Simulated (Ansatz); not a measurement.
Partial pair distribution functions of a relaxed model of amorphous Si30N40W, broadened by 0.06 Å; density 3.26 g/cm³. Computed with PBE, scalar-relativistic without spin-orbit coupling (plane waves to 420 eV, PAW; Ansatz, a program for electronic structure). The usual formal charges leave 6 electrons over, so the level spacing at the Fermi energy parts defect or band states and needn't be the band gap.

It comes from a melt-quench run on a machine-learned potential (CHGNet), relaxed afterwards by DFT. N atoms were pushed apart under 1.9 Å during the dynamics, to hinder bonds among them. The hot cell started wider than the set density and was brought back towards it in steps. It is the lowest in DFT energy of 2 quenches. It is a model cell: composition and starting density were chosen by hand, and all elements were melted together. No dispersion term was used. Its density started from a set value of 3.27 and ended at 3.26 g/cm³. Cooling (nominally 300 K/ps over its main leg) ran many orders faster than in experiment, which tends to leave more defects and strain. A cell of this size samples the disorder only roughly. Volume and shape were free in the relaxation. On a 2×2×2 Γ-centred mesh force components of up to 0.19 eV/Å stay, since the relaxation ran on the zone centre alone.

```
r (Å)  g Si-N  g N-W  g Si-Si  g N-N
-----  ------  -----  -------  -----
1.45     0.01   0.00     0.00   0.00
1.55     0.44   0.00     0.00   0.00
1.65     4.04   0.00     0.00   0.00
1.75     9.90   0.01     0.00   0.00
1.85     4.40   1.00     0.00   0.00
1.95     1.05   7.26     0.00   0.00
2.05     0.31   5.44     0.00   0.00
2.15     0.11   2.08     0.00   0.00
2.25     0.03   0.18     0.03   0.01
2.35     0.06   0.85     0.25   0.20
2.45     0.05   1.66     0.42   0.66
2.55     0.12   0.20     1.11   1.07
2.65     0.07   0.00     0.87   2.14
2.75     0.02   0.00     1.03   3.16
2.85     0.09   0.00     1.59   3.13
2.95     0.27   0.01     2.70   2.83
3.05     0.49   0.48     3.32   2.13
3.15     0.58   2.45     3.14   1.25
3.25     0.91   1.76     1.68   0.77
3.35     1.18   1.09     0.80   0.65
3.45     1.45   0.39     0.47   0.44
3.55     1.32   0.01     0.57   0.32
3.65     1.31   0.01     0.59   0.51
3.75     1.44   0.26     0.35   0.58
3.85     1.18   0.76     0.26   0.57
3.95     1.17   0.95     0.48   0.58
4.05     1.27   1.07     0.67   0.60
4.15     1.40   0.96     0.50   0.57
4.25     1.32   1.39     0.59   0.68
4.35     1.61   2.19     0.92   0.71
4.45     1.74   2.34     1.17   0.75
4.55     1.15   1.57     0.94   0.84
```

Within 2.20 Å each Si has 3.93 N neighbours on average.
